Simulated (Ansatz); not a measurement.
# AlN: response to strain

Base system: AlN in the zinc blende structure (space group F-43m, No. 216).

```
AlN
1.0
    0.00000     2.18887     2.18887
    2.18887     0.00000     2.18887
    2.18887     2.18887     0.00000
Al N
1 1
Direct
  0.00000   0.00000   0.00000
  0.25000   0.25000   0.25000
```

Cartesian axes are those of the cell as printed.

Strains are applied to the cell and any free atomic positions relax; under biaxial strain the out-of-plane vector relaxes too.

Calculations: PBEsol in Ansatz (plane waves to 420 eV, PAW, scalar-relativistic without spin-orbit coupling).

Candidates:
(a) biaxial strain −0.83 %, plane normal [111], relaxed out of plane
(b) biaxial strain +1.67 %, plane normal [111], relaxed out of plane
(c) biaxial strain +0.83 %, plane normal [111], relaxed out of plane
(d) biaxial strain −2.50 %, plane normal [111], relaxed out of plane
(e) biaxial strain −1.67 %, plane normal [111], relaxed out of plane

### Question
Order them by out-of-plane strain, lowest first.

### Answer
(b) biaxial strain +1.67 %, plane normal [111], relaxed out of plane (-0.61 %), (c) biaxial strain +0.83 %, plane normal [111], relaxed out of plane (-0.31 %), (a) biaxial strain −0.83 %, plane normal [111], relaxed out of plane (+0.31 %), (e) biaxial strain −1.67 %, plane normal [111], relaxed out of plane (+0.62 %), (d) biaxial strain −2.50 %, plane normal [111], relaxed out of plane (+0.94 %)

Stability against distortions was not tested. This is not the structure that AlN has at room temperature and ambient pressure.

Ansatz is an electronic-structure program.
